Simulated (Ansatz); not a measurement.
A computed series for Mg: response to strain

Consider Mg in the hcp (Mg type) structure (space group P6_3/mmc, No. 194; a = 3.175 Å, c = 5.163 Å; relaxed with 0.1 eV smearing). Axes: x lies along a and z along c of the hexagonal cell.

Strains are applied to the cell and any free atomic positions relax.

Method: Ansatz (an electronic-structure program), PBEsol, PAW, cutoff 420 eV, scalar-relativistic without spin-orbit coupling.

Notes on the quantities. energy relative to the base: free energy F.

```tsv
uniaxial strain ε_zz (%)	energy relative to the base (meV/atom)
0	0.0
0.5	0.1
1	0.5
1.5	1.1
2	?
2.5	2.9
3	4.2
```

Q: Fit ΔE = Aε² + Bε³ (ε in %) to the rows shown and predict the withheld row.

A: Least squares on the printed values gives A = 0.491 and B = -0.0088 meV/atom (largest residual 0.0 meV/atom); this predicts 1.9 meV/atom, and the run gives 1.9 meV/atom, in agreement.

No phonon test of stability was made.
